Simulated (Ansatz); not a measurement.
System: NbN (P6₃/mmc, No. 194). Method: LDA (Ansatz, a program for electronic structure, PAW).

Run with plane-wave cutoff 520 eV, 24×24×10 k mesh (along the axes of the cell as run), Fermi–Dirac smearing 0.05 eV, no spin polarisation, scalar-relativistic PAW data made under PBE.

Cell (relaxed at this level):

```cif
data_N2Nb2
_chemical_formula_sum 'N2 Nb2'
_space_group_name_H-M_alt 'P63/mmc'
_space_group_IT_number 194
_space_group_name_Hall '-P 6c 2c'
_cell_length_a 2.94245
_cell_length_b 2.94245
_cell_length_c 5.47460
_cell_angle_alpha 90.000
_cell_angle_beta 90.000
_cell_angle_gamma 120.000
loop_
_atom_site_label
_atom_site_type_symbol
_atom_site_symmetry_multiplicity
_atom_site_Wyckoff_symbol
_atom_site_fract_x
_atom_site_fract_y
_atom_site_fract_z
_atom_site_occupancy
N1 N 2 a 0.00000 0.00000 0.00000 1
Nb1 Nb 2 c 0.33333 0.66667 0.25000 1
```

Predict the bulk modulus B0.


- bulk modulus B0: 359 GPa

Measured, for comparison: bulk modulus 373 ± 2 GPa (room temperature, not corrected to a static lattice, adiabatic, ultrasonic; as tabulated in Hexagonal-structured ε-NbN: ultra-incompressibility, high shear rigidity, and a …). Computed (rounded) less measured: bulk modulus -4 %.

Note: the run has no spin polarisation, so it can have missed a magnetic state; the bulk modulus is −V dP/dV from two relaxed cells at ±2 % in volume.

The computed numbers hold no vibrational or temperature effects.
